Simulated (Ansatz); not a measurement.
Data:

```xyz
2
Lattice="0.0000 2.3757 2.3757 2.3757 0.0000 2.3757 2.3757 2.3757 0.0000" Properties=species:S:1:pos:R:3 pbc="T T T"
As     1.1878     1.1878     1.1878
B      0.0000     0.0000     0.0000
```

No spin polarisation.

Method: r2SCAN in Ansatz (plane waves to 500 eV, PAW, no spin-orbit coupling). k-mesh 12×12×12 (Γ-centred); smearing 0.05 eV (Fermi–Dirac).

Problem. What is the computed hole mass (degenerate bands, along [100])?

Solution. 0.22 mₑ (at Γ).

Problem. Estimate the electron mass.

Solution. 1.0 mₑ along k, 0.21 mₑ across (off the special points).

The levels and masses belong to the bands next to the band gap. Load acts through the strain it causes; cell and atoms are relaxed under it. Masses are band curvatures over ±0.01 Å⁻¹ around the edge. Along k means along the line from Γ to the band edge. No phonon test of stability was made. The cell was made from BAs in the zinc blende structure (space group F-43m, No. 216) by this change: pressure 3 GPa.

Ansatz is a program for electronic structure.
